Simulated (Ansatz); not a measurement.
System: NdAg₂ (Imma, No. 74; cell taken from a computed entry). Method: r²SCAN (plane waves, PAW; Ansatz, an electronic-structure program).

Run with plane-wave cutoff 500 eV, 14×14×14 k mesh, Fermi–Dirac smearing 0.1 eV, spin-polarised start, scalar-relativistic PAW data made under PBE.

Computed at the level's own relaxed cell.

### Question
Estimate the volume per atom that the calculation returns.

### Answer

- volume per atom = 24.25 Å³/atom

Note: the magnetic order was assumed, not searched for or taken from measurement; the relaxation could not lower the start's symmetry, so the cell can be a saddle point above a distorted one; the 4f shell is treated without U or exact exchange, so its levels and filling can be wrong.

Spin–orbit coupling is not included.

Static lattice: no zero-point or thermal effects.

Cost on a shared machine: around 2.0 core-hours (rough).
